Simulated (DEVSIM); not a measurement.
Structure: abrupt Si n-p junction, at 300 K.

| layer (left to right) | material | thickness (μm) | Nd (cm⁻³) | Na (cm⁻³) | τn (s) | τp (s) |
|---|---|---|---|---|---|---|
| 1 | Si | 1.00 | 2.4e18 | - | 7.4e-6 | 7.4e-6 |
| 2 | Si | 190 | - | 1.3e14 | 7.4e-6 | 7.4e-6 |

Left contact: ohmic. Right contact: ohmic. Voltage is applied to the left contact. Recombination: SRH at mid-gap, radiative. Mobility is μmin + (μ − μmin)/(1 + (N/Nref)^α).

Constants are typed, rounded textbook-type inputs, not results; the design itself was drawn at random and stands for no fabricated device. Values at 300 K.

```csv
parameter,Si
gap (eV),1.124
affinity (eV),4.05
permittivity,11.7
Nc (cm⁻³),2.86e19
Nv (cm⁻³),3.1e19
μn (cm²/Vs),1417
μp (cm²/Vs),470
"μn,min",52
"μp,min",45
"Nref,n",9.7e16
"Nref,p",2.2e17
αn,0.68
αp,0.72
B (cm³/s),4.7e-15
```

Model (solved in DEVSIM): 1D drift-diffusion, Boltzmann statistics, complete ionisation; no tunnelling, impact ionisation, image-force lowering or self-heating.

Problem. Tabulate band edges, carrier densities and field at zero bias.

Solution. Energies count from the Fermi level of the right contact; mesh points crowd at the junctions.

```csv
x (μm),Ec (eV),Ev (eV),n (cm⁻³),p (cm⁻³),field (V/cm)
0.000,0.064,-1.060,2.4e18,< 1e2,≈ 0
0.04141,0.064,-1.060,2.4e18,< 1e2,≈ 0
0.1440,0.064,-1.060,2.4e18,< 1e2,≈ 0
0.4215,0.064,-1.060,2.4e18,< 1e2,≈ 0
0.8411,0.064,-1.060,2.4e18,< 1e2,≈ 0
0.9555,0.064,-1.060,2.4e18,< 1e2,≈ 0
0.9978,0.077,-1.047,1.5e18,< 1e2,45000
1.058,0.214,-0.910,7.3e15,16000,9000
1.202,0.298,-0.826,2.8e14,420000,4600
1.579,0.451,-0.673,7.6e11,1.5e8,3600
2.650,0.724,-0.400,2.0e7,6.0e12,1500
7.154,0.804,-0.320,890000,1.3e14,≈ 0
18.11,0.804,-0.320,890000,1.3e14,≈ 0
46.61,0.804,-0.320,890000,1.3e14,≈ 0
139.5,0.804,-0.320,890000,1.3e14,≈ 0
172.4,0.804,-0.320,890000,1.3e14,≈ 0
184.1,0.804,-0.320,890000,1.3e14,≈ 0
188.5,0.804,-0.320,890000,1.3e14,≈ 0
190.3,0.804,-0.320,890000,1.3e14,≈ 0
190.8,0.804,-0.320,890000,1.3e14,≈ 0
190.9,0.804,-0.320,890000,1.3e14,≈ 0
191.0,0.804,-0.320,890000,1.3e14,≈ 0
```
